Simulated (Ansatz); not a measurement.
The reference is HfN in the rock salt structure (space group Fm-3m, No. 225; a = 4.548 Å).

Computed with Kohn–Sham DFT with the PBE functional, run in Ansatz (an electronic-structure program) with PAW and 420 eV plane waves, without spin-orbit coupling.

For the base:

The lattice parameter a is 4.548 Å.

Modification: cell and atoms relaxed at a pressure of 2.1 GPa.

Question: Estimate the effect on the lattice parameter a.

Answer: The lattice parameter a drops by 0.012 Å to 4.536 Å.

Load acts through the strain it causes; cell and atoms are relaxed under it. No phonon test of stability was made. The final runs are not spin-polarised. An odd electron count without spin: HfN.
